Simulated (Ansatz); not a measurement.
Consider WS2 (space group P6_3/mmc, No. 194; layered, stacked along the Cartesian z axis).

```xyz
6
Lattice="3.1541 0.0000 0.0000 -1.5771 2.7316 0.0000 0.0000 0.0000 12.1408" Properties=species:S:1:pos:R:3 pbc="T T T"
W      1.5771     0.9105     9.1056
W      0.0000     1.8210     3.0352
S      1.5771     0.9105     4.6099
S      0.0000     1.8210    10.6803
S      0.0000     1.8210     7.5309
S      1.5771     0.9105     1.4605
```

Cartesian axes are those of the cell as printed.

The values are results of PBE-D3(BJ) in Ansatz (plane waves to 420 eV, PAW, no spin-orbit coupling), not measurements.

Base values:

| Property | Result |
|---|---|
| Band gap | 0.88 eV |
| Pressure | 0.00 GPa |
| Valence-band top at Γ | 0.00, -1.30, -1.42 eV |

Perturbation: biaxial strain −1.20 %, plane normal [001], relaxed out of plane (Cartesian); in-plane vectors clamped, the third vector and the atoms free.

### Question
How does this affect the band gap, pressure and valence-band top at Γ?

### Answer
The band gap rises by 0.03 eV to 0.91 eV; the pressure (mean of the normal stresses, compression positive) goes from zero to 2.53 GPa; the valence-band top at Γ (three highest levels, from the VBM) changes from 0.00, -1.30, -1.42 eV to 0.00, -1.39, -1.45 eV.

With W present, leaving out spin-orbit coupling can change the band edges. No phonon test of stability was made.

Ansatz is a first-principles code.
